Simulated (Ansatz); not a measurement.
Start from SiO$_{2}$ in the rutile structure (space group P4_2/mnm, No. 136).

```
SiO2
1.0
    4.15488     0.00000     0.00000
    0.00000     4.15488     0.00000
    0.00000     0.00000     2.66145
Si O
2 4
Direct
  0.00000   0.00000   0.00000
  0.50000   0.50000   0.50000
  0.30558   0.30558   0.00000
  0.80558   0.19442   0.50000
  0.19442   0.80558   0.50000
  0.69442   0.69442   0.00000
```

Cartesian axes are those of the cell as printed.

All numbers come from LDA (Ansatz, a quantum-chemistry and plane-wave program; PAW; 420 eV plane waves; no SOC).

Strains are applied to the cell and any free atomic positions relax; under biaxial strain the out-of-plane vector relaxes too.

One change was made to it. Results:

```csv
quantity,base,after
shortest interatomic distance,1.754 Å,1.730 Å
"valence-band top at Γ (three highest levels, from the VBM)","0.00, -0.91, -0.91 eV","0.00, -0.88, -0.88 eV"
band gap,5.81 eV,5.98 eV
```

### Question
Which change produced these results?
(A) biaxial strain −1.80 %, plane normal [001], relaxed out of plane
(B) biaxial strain −3.00 %, plane normal [001], relaxed out of plane
(C) biaxial strain −2.40 %, plane normal [001], relaxed out of plane
(D) biaxial strain −1.20 %, plane normal [001], relaxed out of plane

### Answer
B, biaxial strain −3.00 %, plane normal [001], relaxed out of plane. For comparison, the band gap in the other runs: biaxial strain −2.40 %, plane normal [001], relaxed out of plane gives 6.08 eV; biaxial strain −1.20 %, plane normal [001], relaxed out of plane gives 6.03 eV; biaxial strain −1.80 %, plane normal [001], relaxed out of plane gives 6.14 eV.

No phonon test of stability was made.
